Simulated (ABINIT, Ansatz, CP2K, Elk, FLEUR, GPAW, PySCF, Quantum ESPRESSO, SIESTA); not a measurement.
Code comparison for Si (Fd-3m, 2 atoms in the cell)

Self-consistent single point.

```
CELL_PARAMETERS angstrom
      0.00000     2.72566     2.72566
      2.72566     0.00000     2.72566
      2.72566     2.72566     0.00000
ATOMIC_POSITIONS crystal
  Si 0.25000 0.25000 0.25000
  Si 0.00000 0.00000 0.00000
```

All programs got the same cell, k-point mesh and kind of occupations (in Ansatz's words: kpoints.mp_grid.grid = 8 8 8; scf.occupations.method = fermi_dirac; scf.occupations.width = 0.02 eV); potentials, basis and cutoffs are each program's usual ones.

```
code                                                                                                                                model  pressure (GPa)  gap on the mesh (eV)  k-points           cutoff
----------------  -----------------------------------------------------------------------------------------------------------------------  --------------  --------------------  --------  ---------------
Ansatz                                                                                                             PBE, default PAW files            0.93                 0.632        29          default
Quantum ESPRESSO                                                          PBE, PseudoDojo standard norm-conserving (PBE) pseudopotentials            0.88                 0.631        29            40 Ry
ABINIT                                                           PBE, norm-conserving pseudopotentials (PseudoDojo nc-sr-05 PBE standard)            0.86                 0.631        29            18 Ha
CP2K                                                              PBE, GPW, DZVP-MOLOPT-SR-GTH basis, GTH-PBE potentials (GTH_POTENTIALS)            0.61                 0.693       260      grid 400 Ry
SIESTA            GGA PBE, numerical atomic orbitals TZP, PseudoDojo PBE standard norm-conserving potentials (rewritten from UPF to PSML)            1.60                 0.602       296      grid 350 Ry
GPAW                                                                                         PBE, GPAW PAW datasets PBE (gpaw-data 1.0.1)            1.21                 0.631        29           550 eV
FLEUR                                                                        PBE, all-electron FLAPW (FLEUR), scalar-relativistic valence               –                 0.635        29  Kmax 3.9 1/bohr
PySCF                            PBE, Gaussian basis gth-dzvp-molopt-sr, GTH pseudopotentials gth-pbe, FFT density fitting with multigrid               –                 0.693       512       grid 50 Ha
Elk                                        PBE, all-electron FP-LAPW, Elk's shipped species files, APW+lo basis with extra local orbitals               –                 0.633        29         rgkmax 8
```

A dash marks a value that a program does not give, or that is left out as unsure.

Gaps are read on the mesh.

The spread over the programs that give each value: pressure within 0.99 GPa; gap on the mesh within 0.091 eV.

The starting cell comes from a database of computed structures (which also holds hypothetical and non-ambient phases and stackings), without a prior relaxation at this level. Its lattice was rescaled by a random factor within 2.5 % of one.

Question: Why do the programs differ, and what cannot be compared?

Answer: Differences of this kind can come from the potentials, where these differ, and from what each basis and cutoff leave unconverged. The zero of total energies and Fermi levels follows the potentials and each program's conventions, so they are not compared here. CP2K, SIESTA and PySCF use small atom-centred bases, whose incompleteness enters pressures, forces and empty levels differently from a plane-wave cutoff. FLEUR and Elk treat all electrons, but the usual bases taken here (sphere radii, linearisation, local orbitals, empty states) were not tested for convergence, so the values are no reference for the others. Ansatz's pressure is given at a fixed set of plane waves, as the other plane-wave codes print theirs. The programs reduce the same mesh by symmetry to different extents, which changes the work and not the result.

Ansatz is a program for electronic structure.

Keys are those of Ansatz 0.2.
